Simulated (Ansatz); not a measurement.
## A computed series for AlN: response to strain

Take AlN (space group P6_3/mmc, No. 194; a = 3.3016 Å, c = 4.1410 Å; a cell from a computed database, its experimental status unchecked) as the base. Axes: x lies along a and z along c of the hexagonal cell.

Strains are applied to the cell and any free atomic positions relax; under biaxial strain the out-of-plane vector relaxes too; under stress the whole cell relaxes.

Levels (all Ansatz, an electronic-structure program, PAW): PBEsol (420 eV, spin-orbit coupling left out); r2SCAN (500 eV, spin-orbit coupling left out); HSE06 (420 eV, no spin-orbit coupling).

Band gaps by level, all at the geometries relaxed with PBEsol:

| case | PBEsol | r2SCAN | HSE06 |
|---|---|---|---|
| base | 3.32 eV | 3.98 eV | 4.69 eV |
| biaxial strain −2.03 %, plane normal [001], relaxed out of plane | 3.40 eV | 4.07 eV | 4.77 eV |
| uniaxial strain ε_xx = +0.91 % | 3.27 eV | 3.92 eV | 4.63 eV |
| uniaxial strain ε_xx = +1.45 % | 3.24 eV | 3.89 eV | 4.60 eV |
| uniaxial strain ε_zz = −1.96 % | 3.51 eV | 4.18 eV | 4.91 eV |
| uniaxial stress, 3 GPa tension along x | 3.31 eV | 3.97 eV | 4.68 eV |
| uniaxial stress, 0.5 GPa compression along z | 3.34 eV | 4.00 eV | 4.71 eV |

Single points use the geometry relaxed with PBEsol. Beyond what the load breaks, stability against distortions was not tested. This is not the structure that AlN has at room temperature and ambient pressure.
